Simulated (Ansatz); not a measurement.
SrO (P6₃/mmc, No. 194, 4 atoms in the cell; start mp-754824; a measured phase of this formula has another space group) was calculated with r²SCAN (Ansatz, an electronic-structure program, PAW).

Run with plane-wave cutoff 560 eV, 12×12×8 k mesh (along the axes of the cell as run), Fermi–Dirac smearing 0.01 eV, scalar-relativistic PAW data made under PBE.

Cell (relaxed with PBEsol):

SrO is modelled in the hexagonal space group P6₃/mmc (No. 194), Pearson symbol hP4. Cell: a = b = 4.2358 Å, c = 5.1090 Å, α = β = 90.00°, γ = 120.00°. Sr on 2d is surrounded by 5 O at 2.446–2.554 Å (trigonal bipyramidal). O on 2c sees 5 Sr at 2.446–2.554 Å (trigonal bipyramidal). (Neighbours: up to the widest gap in distance over summed covalent radii, below 1.35, at either atom; cation-cation and far metal-metal contacts left out.)

Q: Give the computed band gap.

A: 
band gap: 3.11 eV

Note: cell and atoms aren't relaxed at this level (pressure 1.8 GPa).

Spin–orbit coupling is not included.

Computed values are for the static lattice.

A start named mp-… is a Materials Project structure, which need not be a measured phase.
